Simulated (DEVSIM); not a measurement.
Structure: Schottky contact on n-type Si, at 350 K.

Layer 1 from the left is Si, thickness (μm) 1.20, Nd (cm⁻³) 1.9e15, τn (s) 5.1e-7, τp (s) 5.1e-7.

Left contact: Schottky, work function 4.71 eV, emission velocity 4.1e6 cm/s. Right contact: ohmic. Voltage is applied to the left contact. Recombination: SRH at mid-gap, Auger. Mobility is μmin + (μ − μmin)/(1 + (N/Nref)^α).

Constants are typed, rounded textbook-type inputs, not results; the design itself was drawn at random and stands for no fabricated device. Values at 300 K; Nc and Nv go as T^1.5, mobilities as T to minus their exponent, the gap by Varshni's rule with the affinity fixed.

Si: gap (eV) 1.124, affinity (eV) 4.05, permittivity 11.7, Nc (cm⁻³) 2.86e19, Nv (cm⁻³) 3.1e19, μn (cm²/Vs) 1417, μp (cm²/Vs) 470, μn,min 52, μp,min 45, Nref,n 9.7e16, Nref,p 2.2e17, αn 0.68, αp 0.72, T exponent of μn 2.3, T exponent of μp 2.2, Cn (cm⁶/s) 2.8e-31, Cp (cm⁶/s) 9.9e-32, Varshni α (eV/K) 0.000473, Varshni β (K) 636.

**Question.** Estimate by hand the built-in potential, the peak field at zero bias, the capacitance at -0.6 V, and compare with a numerical solution.

**Answer.** 
- Built-in potential: barrier φB = 0.660 eV; Vbi = φB − kT/q ln(N_band/N) = 0.363 V; numerical 0.363 V.
- Peak field at zero bias: depletion approximation: W = √(2εVbi/(qN)) = 0.497 μm with N = 1.90e15 cm⁻³; field = 2Vbi/W = 14600 V/cm; numerical 14000 V/cm (estimate above by 4.5 %).
- Capacitance at -0.6 V: C = √(qεN / 2(Vbi + |V|)) = 12.8 nF/cm²; numerical 13.0 nF/cm² (estimate below by 1.5 %).

Model (solved in DEVSIM): 1D drift-diffusion, Boltzmann statistics, complete ionisation; no tunnelling, impact ionisation, image-force lowering or self-heating. Metal contacts follow the ideal Schottky-Mott rule: no Fermi-level pinning, no interface dipoles.
